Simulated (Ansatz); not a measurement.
The reference is BaF₂ in the fluorite structure (space group Fm-3m, No. 225; a = 6.2464 Å).

(Cell as relaxed with PBE.)

Levels (all Ansatz, a quantum-chemistry and plane-wave program, PAW): PBE (420 eV, no spin-orbit coupling); PBEsol (420 eV, without spin-orbit coupling).

Each level relaxes its own structure.

| base | PBE | PBEsol |
|---|---|---|
| volume per atom | 20.31 Å³ | 19.27 Å³ |
| lattice parameter a | 6.246 Å | 6.137 Å |
| band gap | 6.73 eV | 6.83 eV |

Perturbation: cell and atoms relaxed at a pressure of 7 GPa.

```tsv
quantity	PBE	PBEsol
volume per atom	18.35 Å³	(withheld)
band gap	7.18 eV	(withheld)
electron mass	0.48 mₑ (at Γ)	(withheld)
smallest direct gap	7.34 eV	(withheld)
```

Predict the PBEsol column.


- volume per atom, PBEsol: 17.59 Å³
- band gap, PBEsol: 7.19 eV
- electron mass, PBEsol: 0.48 mₑ (at Γ)
- smallest direct gap, PBEsol: 7.40 eV

PBE's volume per atom lies 0.76 Å³ above PBEsol's (4.3 %); PBE's band gap lies 0.017 eV below PBEsol's; PBE's smallest direct gap lies 0.06 eV below PBEsol's; the two agree on the electron mass. Neither level is exact; PBEsol is the comparison here, not a measurement.

Load acts through the strain it causes; cell and atoms are relaxed under it. Masses are band curvatures over ±0.01 Å⁻¹ around the edge. Whether these cells are dynamically stable was not tested. Competing high-pressure phases were not computed.
